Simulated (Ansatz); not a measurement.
**Hypothetical rock salt BeTe, response to strain**

Base system: BeTe in the rock salt structure (space group Fm-3m, No. 225; a hypothetical phase, not in the database extracts checked; relaxed with 0.1 eV smearing).

```
BeTe
1.0
    0.00000     2.68082     2.68082
    2.68082     0.00000     2.68082
    2.68082     2.68082     0.00000
Te Be
1 1
Direct
  0.00000   0.00000   0.00000
  0.50000   0.50000   0.50000
```

Cartesian axes are those of the cell as printed.

Strains are applied to the cell and any free atomic positions relax; under biaxial strain the out-of-plane vector relaxes too; under stress the whole cell relaxes.

Levels (all Ansatz, an electronic-structure program, PAW, earlier PAW set): PBE (420 eV, no spin-orbit coupling); r2SCAN (500 eV, scalar-relativistic without spin-orbit coupling).

The base cell above is that of PBE; each level relaxes its own structures.

Notes on the quantities. energy relative to the base: free energy F.

```csv
case,"energy relative to the base, PBE","energy relative to the base, r2SCAN"
"biaxial strain +0.96 %, plane normal [001], relaxed out of plane",+1.3 meV/atom,+1.3 meV/atom
"biaxial strain −1.59 %, plane normal [111], relaxed out of plane",+4.3 meV/atom,+4.7 meV/atom
isotropic strain −0.86 %,+2.7 meV/atom,+2.8 meV/atom
isotropic strain +2.55 %,+22 meV/atom,(withheld)
isotropic strain +2.90 %,+28 meV/atom,(withheld)
uniaxial strain ε_xx = −1.21 %,+1.0 meV/atom,+1.0 meV/atom
"strain tensor (xx, yy, zz, yz, xz, xy) = (−0.84, +0.49, −1.88, −0.75, +0.06, +0.65) %",+4.3 meV/atom,+4.5 meV/atom
"strain tensor (xx, yy, zz, yz, xz, xy) = (−1.08, −1.29, +2.09, −1.64, −0.47, −1.02) %",+6.7 meV/atom,(withheld)
"strain tensor (xx, yy, zz, yz, xz, xy) = (+0.66, −1.80, −1.63, +0.66, −0.10, −0.29) %",+5.5 meV/atom,(withheld)
tensor shear ε_xz = +0.65 %,+0.4 meV/atom,+0.5 meV/atom
"uniaxial stress, 3 GPa compression along z",+5.1 meV/atom,(withheld)
tensor shear ε_xz = +2.05 %,+4.2 meV/atom,(withheld)
```

Task: Some entries are withheld; estimate them.

Result: 
- isotropic strain +2.55 %, energy relative to the base, r2SCAN: +22 meV/atom
- isotropic strain +2.90 %, energy relative to the base, r2SCAN: +28 meV/atom
- strain tensor (xx, yy, zz, yz, xz, xy) = (−1.08, −1.29, +2.09, −1.64, −0.47, −1.02) %, energy relative to the base, r2SCAN: +7.2 meV/atom
- strain tensor (xx, yy, zz, yz, xz, xy) = (+0.66, −1.80, −1.63, +0.66, −0.10, −0.29) %, energy relative to the base, r2SCAN: +5.6 meV/atom
- uniaxial stress, 3 GPa compression along z, energy relative to the base, r2SCAN: +5.3 meV/atom
- tensor shear ε_xz = +2.05 %, energy relative to the base, r2SCAN: +4.8 meV/atom

The two levels differ by at most about 0.7 meV/atom. Near ties aside, they put the cases in the same order.

Stability under load was not tested beyond the relaxation. The final runs are not spin-polarised.
